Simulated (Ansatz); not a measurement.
## Quick settings and what they miss: CsPbBr3 (I4/mcm, 10 atoms in the cell)

Self-consistent single point.

```xyz
10
Lattice="-4.1462 4.1462 6.1124 4.1462 -4.1462 6.1124 4.1462 4.1462 -6.1124" Properties=species:S:1:pos:R:3 pbc="T T T"
Cs     0.0000     4.1462     3.0562
Cs     4.1462     0.0000     3.0562
Pb     0.0000     0.0000     0.0000
Pb     0.0000     0.0000     6.1124
Br     0.0000     0.0000     3.0562
Br     0.0000     0.0000     9.1686
Br     1.5301     5.6763     0.0000
Br     2.6161    -1.5301     6.1124
Br     2.6161     1.5301     0.0000
Br     1.5301     2.6161     6.1124
```

Method: LDA (PW92), PAW files made with PBE (plane waves; Ansatz, an electronic-structure program).

Base settings: basis.ecutwfc = 420 eV; kpoints.mp_grid.grid = 3 3 3; hamiltonian.xc = lda; hamiltonian.pseudopotentials = {kind: paw} (the program's default PAW files); scf.occupations.method = fixed.

Tight run (finer mesh or higher cutoff; not a proven limit): basis.ecutwfc: 420 eV → 590 eV; kpoints.mp_grid.grid: 3 3 3 → 5 5 5; scf.convergence.dr2_threshold: default (1e-07 eV) → 1e-09 eV. It gave top of the valence band (on the code's own zero) 2.52 eV; gap on the k-point mesh 1.80 eV; pressure -2.44 GPa; largest force (vector length) 0.052 eV/Å.

Quick runs, as changes from the base:
- A: the base itself
- B: basis.ecutwfc: 420 eV → 250 eV; kpoints.mp_grid.grid: 3 3 3 → 1 1 1; hamiltonian.xc: lda → pbesol; scf.occupations.method: fixed → fermi_dirac; scf.occupations.width: default → 0.136 eV [PBEsol]
- C: basis.ecutwfc: 420 eV → 335 eV; kpoints.mp_grid.grid: 3 3 3 → 2 2 2; hamiltonian.xc: lda → pbesol [PBEsol]
- D: basis.ecutwfc: 420 eV → 250 eV; hamiltonian.xc: lda → pbesol [PBEsol]

Dashes: gap of B, left out as unsure on this mesh or at this smearing.

Gaps are read on each run's own mesh, which may miss the band edges.

† marks runs with another functional, U, potentials or spin treatment: their distance from the tight run is not a convergence error alone.

The count of work is k-points × plane waves × bands × iterations; it is no time. 

Pressures in the table are Ansatz's without its Pulay estimate, at a fixed set of plane waves; the tight run's value above holds the estimate.

The starting cell comes from a database of computed structures (which also holds hypothetical and non-ambient phases and stackings), without a prior relaxation at this level. Its lattice was rescaled by a random factor within 2.5 % of one. Spin-orbit coupling is off.

| run | pressure less tight (GPa) | largest miss in a force vector (eV/Å) | gap on the mesh less tight (eV) | count of work / tight |
|---|---|---|---|---|
| A | 0.00 | 0.002 | -0.001 | 0.16 |
| B† | -2.26 | 0.626 | – | 0.012 |
| C† | 1.01 | 0.022 | 0.054 | 0.076 |
| D† | -4.83 | 0.005 | 0.125 | 0.073 |

Left out of this page: 2 runs of the series outside the window shown, repeating another row's setting, or not comparable.

Keys are those of Ansatz 0.2.
